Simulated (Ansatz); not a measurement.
Substrate model: Si(111) 1x1 surface, 6 top atoms, 3 bilayers, bottom bilayer H-capped and fixed, every top atom capped by H; cell 11.5 x 6.6 Å; two neighbouring H replaced by SH; about 7 Å thick over the host's atoms, 18 atoms held. Computed with PBE-D3(BJ) (plane waves to 420 eV, PAW; Ansatz, a first-principles code). k mesh 1 x 2 x 1. The slab states were run without spin polarisation. No Hubbard U. A thicker slab, a larger cell or a denser mesh can move such energies by a tenth of an eV or more. No zero-point or entropy terms are included. Each state was relaxed from one prepared geometry.

End state of this step: the surface fragment of DMZ exchanges a second ligand with a neighbouring S-H group. Atoms near the product:

| atom | x (Å) | y (Å) | z (Å) |
|---|---|---|---|
| H(14) | 0.012 | 0.008 | 11.022 |
| Si(30) | -3.838 | 0.030 | 9.518 |
| H(44) | -3.853 | 0.008 | 11.017 |
| H(45) | -1.920 | 3.401 | 11.011 |
| S(48) | 1.698 | 3.395 | 11.681 |
| H(49) | -0.759 | 1.800 | 12.924 |
| Zn(a0) | 3.839 | 3.343 | 11.848 |
| C(a5) | -1.737 | 1.494 | 13.314 |
| H(a6) | -2.325 | 2.383 | 13.566 |
| H(a7) | -1.598 | 0.877 | 14.208 |
| H(a8) | -2.270 | 0.915 | 12.552 |

Q: What energy does it take to move CH4 into the gas, one a cell, with the surface relaxed behind it, and what are its closest contacts before it leaves?

A: 0.15 eV. Its closest contacts to the rest of the cell: H(a8)...H(44) 2.38 Å, H(49)...H(14) 2.72 Å, H(49)...H(45) 2.75 Å.

Here DMZ is dimethylzinc.
